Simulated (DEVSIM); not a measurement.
Structure: illuminated Ge n-on-p cell, one wavelength, with a back-surface field, at 300 K.

Layer 1 from the left is Ge, thickness (μm) 0.100, Nd (cm⁻³) 1.1e18, τn (s) 1.6e-7, τp (s) 2.4e-7, absorption coefficient (cm⁻¹) 1500. Layer 2 from the left is Ge, thickness (μm) 20.0, Na (cm⁻³) 4.7e16, τn (s) 8e-6, τp (s) 8e-6, absorption coefficient (cm⁻¹) 1500. Layer 3 from the left is Ge, thickness (μm) 0.140, Na (cm⁻³) 1.3e18, τn (s) 8e-6, τp (s) 8e-6, absorption coefficient (cm⁻¹) 1500.

Left contact: ohmic, minority hole recombination velocity 4e5 cm/s. Right contact: ohmic, minority electron recombination velocity 50 cm/s. Voltage is applied to the left contact. Recombination: SRH at mid-gap, radiative, Auger. Light enters at the left, 4.6e17 photons cm⁻² s⁻¹, one pass, no reflection. Mobility is μmin + (μ − μmin)/(1 + (N/Nref)^α).

The device is made up for the run: typed textbook-type constants, with dimensions and the other settings drawn at random. Values at 300 K.

Ge: gap (eV) 0.664, affinity (eV) 4, permittivity 16, Nc (cm⁻³) 1.04e19, Nv (cm⁻³) 6e18, μn (cm²/Vs) 3900, μp (cm²/Vs) 1900, μn,min 150, μp,min 100, Nref,n 2.6e17, Nref,p 4e17, αn 0.56, αp 0.6, B (cm³/s) 6.4e-14, Cn (cm⁶/s) 1e-31, Cp (cm⁶/s) 1e-31.

DEVSIM, 1D drift-diffusion, Boltzmann statistics, complete ionisation; no tunnelling, impact ionisation, image-force lowering or self-heating.

Dark forward current:

| |V| (V) | |J| (A/cm²) |
|---|---|
| 0.05 | 0.0001288 |
| 0.10 | 0.001016 |
| 0.15 | 0.007140 |
| 0.20 | 0.04944 |
| 0.25 | 0.3411 |
| 0.30 | 2.326 |
| 0.35 | 14.90 |
| 0.40 | 79.43 |
| 0.45 | 336.3 |
| 0.50 | 1201 |
| 0.55 | 3839 |

Task: Work out the local ideality factor n = ΔV / (kT/q · ln(J2/J1)) between the rows 0.15 and 0.20 V, 0.50 and 0.55 V.

Result: kT/q = 25.85 mV. From 0.15 to 0.20 V: ln(0.04944/0.007140) = 1.935, n = 1.00, near the 1 of diffusion or emission over a barrier. From 0.50 to 0.55 V: ln(3839/1201) = 1.162, n = 1.66.

Task: What current could the absorbed light give at most, and what share is collected?

Result: Σ αd = 3.04, so qΦ(1 − exp(−Σ αd)) = 70.2 mA/cm². The simulated short-circuit current is 69.98 mA/cm², a share of 1.00.

Task: Estimate the open-circuit voltage by superposition: the voltage at which the dark current equals that short-circuit current.

Result: Interpolating ln J in the table gives 0.209 V. The simulation gives 0.209 V, the same within the digits that matter. Superposition holds where collection doesn't change with voltage.

Task: Estimate the fill factor from FF0 = (v − ln(v + 0.72))/(v + 1), v = qVoc/(nkT), with n from the dark curve.

Result: The rows about Voc, 0.20 and 0.25 V, give n = 1.00, so v = 8.07 and FF0 = 0.650. The simulation gives 0.653, the same within the digits that matter.
